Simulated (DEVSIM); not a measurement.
Device: CdS/CdTe n-p heterojunction, at 400 K.

```csv
layer (left to right),material,thickness (μm),Nd (cm⁻³),Na (cm⁻³),τn (s),τp (s)
1,CdS,0.420,1.6e16,-,4.9e-10,4.9e-10
2,CdTe,2.70,-,1.4e15,4.9e-10,4.9e-10
```

Left contact: ohmic. Right contact: ohmic. Voltage is applied to the left contact. Recombination: SRH at mid-gap, radiative. Mobility is constant in doping. Where it depends on doping, it is μmin + (μ − μmin)/(1 + (N/Nref)^α).

Constants are typed, rounded textbook-type inputs, not results; the design itself was drawn at random and stands for no fabricated device. Values at 300 K; Nc and Nv go as T^1.5, mobilities as T to minus their exponent, the gap by Varshni's rule with the affinity fixed. The table also holds parameters that only a changed run uses.

```
parameter             CdS     CdTe
----------------  -------  -------
gap (eV)              2.4      1.5
affinity (eV)         4.3     4.28
permittivity            9     10.2
Nc (cm⁻³)          2.2e18     8e17
Nv (cm⁻³)          1.8e19   1.8e19
μn (cm²/Vs)           300     1000
μp (cm²/Vs)            25       80
μn,min                 30      100
μp,min                  3       10
Nref,n               1e17     1e17
Nref,p               1e17     1e17
αn                    0.6      0.6
αp                    0.6      0.6
T exponent of μn      1.5      1.7
T exponent of μp      1.5      1.5
B (cm³/s)           1e-10    1e-10
Cn (cm⁶/s)          1e-30    1e-30
Cp (cm⁶/s)          1e-30    1e-30
Varshni α (eV/K)  0.00039  0.00031
Varshni β (K)         103      108
```

DEVSIM, 1D drift-diffusion, Boltzmann statistics, complete ionisation; no tunnelling, impact ionisation, image-force lowering or self-heating. Band offsets follow the typed affinities; no thermionic-emission limit at abrupt steps, no polarisation charge.

Base results: dark forward voltage at 1 A/cm² (V) 0.756; largest field in the device at zero bias (V/cm) 22000; potential step across the device at zero bias (V) 0.925.

What follows from this one change: doping Na of layer 2 1.4e+15 → 1.4e+14 cm^-3?

dark forward voltage at 1 A/cm² 0.756 → 0.746 V; largest field in the device at zero bias 22000 → 8400 V/cm; potential step across the device at zero bias 0.925 → 0.846 V.

What follows from this one change: thickness of layer 2 2.7 → 14 μm?

dark forward voltage at 1 A/cm² 0.756 → 0.853 V; largest field in the device at zero bias little changed (22000 V/cm); potential step across the device at zero bias little changed (0.925 V).

What follows from this one change: temperature 400 → 300 K?

dark forward voltage at 1 A/cm² 0.756 → 0.985 V; largest field in the device at zero bias 22000 → 25000 V/cm; potential step across the device at zero bias 0.925 → 1.108 V.
